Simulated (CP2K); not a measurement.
Input and output of a self-consistent single point for CaC₂ (P1, 3 atoms in the cell) (CP2K).

Method of the run: vdW-DF-cx, GPW, DZVP-MOLOPT-SR-GTH basis, GTH-PBE potentials (GTH_POTENTIALS) in CP2K.

```
CaC2
1.0
    3.53790     0.00000     0.00000
    0.19127     3.53272     0.00000
    0.19127     0.18120     3.52807
Ca C
1 2
Direct
  0.00686   0.99702   0.01078
  0.59043   0.58310   0.60568
  0.40271   0.41987   0.38354
```

Reference input (self-consistent single point, DFT PBEsol, GPW, DZVP-MOLOPT-SR-GTH basis, GTH-PBE potentials (GTH_POTENTIALS)): CUTOFF = 500 Ry; REL_CUTOFF = 50 Ry; KPOINTS/SCHEME = MONKHORST-PACK 8 8 8; XC_FUNCTIONAL = PBE:PBESOL; Ca/BASIS_SET = DZVP-MOLOPT-SR-GTH-q10; Ca/POTENTIAL = GTH-PBE-q10; C/BASIS_SET = DZVP-MOLOPT-SR-GTH-q4; C/POTENTIAL = GTH-PBE-q4; METHOD = GPW; EPS_DEFAULT = 1e-10; NGRIDS = 5; SCF_GUESS = ATOMIC. This run's input differs from it in these lines:

```diff
@@ -40,6 +40,15 @@
       &XC_FUNCTIONAL
-        &PBE
-          PARAMETRIZATION PBESOL
-        &END PBE
+        &GGA_X_LV_RPW86
+        &END GGA_X_LV_RPW86
+        &PW92
+        &END PW92
       &END XC_FUNCTIONAL
+      &VDW_POTENTIAL
+        DISPERSION_FUNCTIONAL NON_LOCAL
+        &NON_LOCAL
+          TYPE DRSLL
+          KERNEL_FILE_NAME vdW_kernel_table.dat
+          CUTOFF 100
+        &END NON_LOCAL
+      &END VDW_POTENTIAL
     &END XC
```

The program printed (abridged):

```
 SCF WAVEFUNCTION OPTIMIZATION

  Step     Update method      Time    Convergence         Total energy    Change
     1 NoMix/Diag. 0.40E+00      -     1.88159354       -48.0656447677 -4.81E+01
     2 Broy./Diag. 0.40E+00      -     0.02470305       -47.4243040441  6.41E-01
     3 Broy./Diag. 0.40E+00      -     0.04561996       -47.8451590650 -4.21E-01
     4 Broy./Diag. 0.40E+00      -     0.00670788       -48.0676857154 -2.23E-01
     5 Broy./Diag. 0.40E+00      -     0.00306131       -48.0557614286  1.19E-02
     6 Broy./Diag. 0.40E+00      -     0.00140200       -48.0685831773 -1.28E-02
   [... 7 lines left out ...]
    14 Broy./Diag. 0.40E+00      -     0.00000217       -48.0685434543 -1.35E-05
    15 Broy./Diag. 0.40E+00      -     0.00000021       -48.0685475231 -4.07E-06
    16 Broy./Diag. 0.40E+00      -     0.00000023       -48.0685490382 -1.52E-06
    17 Broy./Diag. 0.40E+00      -     0.00000003       -48.0685496575 -6.19E-07
  *** SCF run converged in    17 steps ***

  Overlap energy of the core charge distribution:               0.00000661095269
  Self energy of the core charge distribution:                -99.00201374426841
  Core Hamiltonian energy:                                     25.08918690959301
  Hartree energy:                                              34.43057295126977
  Exchange-correlation energy:                                 -8.69207214261031
  Dispersion energy:                                            0.10576975753979

  Total energy:                                               -48.06854965752346

 ENERGY| Total FORCE_EVAL ( QS ) energy [hartree]            -48.068549419614477

 FORCES| Atomic forces [hartree/bohr]
 FORCES|   Atom     x               y               z               |f|
   [... lines left out ...]

 STRESS| Analytical stress tensor [bar]
 STRESS|                        x                   y                   z
 STRESS|      x        2.51604876423E+03   2.85262099651E+04   3.00583876638E+04
 STRESS|      y        2.85262099651E+04  -2.71915562423E+04   2.74233234749E+04
 STRESS|      z        3.00583876638E+04   2.74233234749E+04   3.16589388908E+04
 STRESS| 1/3 Trace                                             2.32781047092E+03
```

The run converged in 17 iterations. Against the reference run the pressure goes from 0.36 to 0.23 GPa, the largest force goes from 2.725 to 2.562 eV/Å and the gap on the mesh goes from 1.659 to 1.758 eV.

The starting cell comes from a database of computed structures (which also holds hypothetical and non-ambient phases and stackings), without a prior relaxation at this level. Its atoms were displaced at random from the sites of space group no. 166. Values carry the incompleteness of an atom-centred basis. The potentials were made for another functional than the one used. Forces in this geometry exceed 1 eV/Å.

Cost on one core of a shared machine: roughly 50 s.
